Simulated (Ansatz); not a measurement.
# TiS in the CsCl type structure (space group Pm-3m, No. 221; a hypothetical phase, not in the database extracts checked)

```
CELL_PARAMETERS angstrom
      3.05324     0.00000     0.00000
      0.00000     3.05324     0.00000
      0.00000     0.00000     3.05324
ATOMIC_POSITIONS crystal
  Ti 0.00000 0.00000 0.00000
  S  0.50000 0.50000 0.50000
```

Calculations: Ansatz (a quantum-chemistry and plane-wave program) PBE, spin-orbit coupling left out. Γ-centred 15×15×15 mesh, Fermi–Dirac width 0.05 eV.

| Property | Result |
|---|---|
| Volume per atom | 14.23 Å³ |
| Density | 4.66 g/cm³ |
| Band gap | zero |
| Total energy | -1701.976 eV/atom (σ→0; compares only within this code and set-up) |

Stability against distortions was not tested. All final runs are without spin polarisation.
